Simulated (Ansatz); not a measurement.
Start from Pb in the fcc (Cu type) structure (space group Fm-3m, No. 225; a = 4.931 Å).

The values are results of PBEsol, PAW, 420 eV (Ansatz, a first-principles code; no spin-orbit coupling), not measurements.

Before the change:

Lattice parameter a: 4.931 Å

It is then changed as follows: a hydrostatic pressure of 7 GPa.

**Question.** Estimate the effect on the lattice parameter a.

**Answer.** The lattice parameter a shrinks by 0.177 Å (4.931 Å → 4.754 Å).

Load acts through the strain it causes; cell and atoms are relaxed under it. Stability against distortions was not tested. Competing high-pressure phases were not computed.
